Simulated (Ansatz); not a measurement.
Functionals compared on a constructed model of the (111)B surface of 3C silicon carbide, C-terminated, Si trimer, 2x2 (bottom of the slab: 4 H on 4 bottom sites), in Ansatz (plane waves, PAW). The structure was relaxed with PBE; the other rows are single points on it. Cutoff 420 eV (500 eV for r2SCAN).

Slab: 39 atoms, 11.5 Å thick at the start with caps and adatoms (thin: gaps and levels are the slab's own); k 5x5x1, smearing 0.025 eV, dipole-corrected; 8 atoms held, the rest relaxed; start symmetry kept, larger cells not searched; no spin (no spin-polarised run to compare, though such a face may carry moments), no spin-orbit, no U. The slab shows no gap on its mesh. It is one candidate, not shown to be the stable structure of the face. These notes are the PBE run's.

```csv
functional,work function of the top face (eV),rough cost of the single point
PBE,5.15,–
r2SCAN,(withheld),roughly 70 core-seconds
```

Some entries are withheld; supply them.


- r2SCAN, work function of the top face (eV): 5.27

Ansatz is an electronic-structure program.
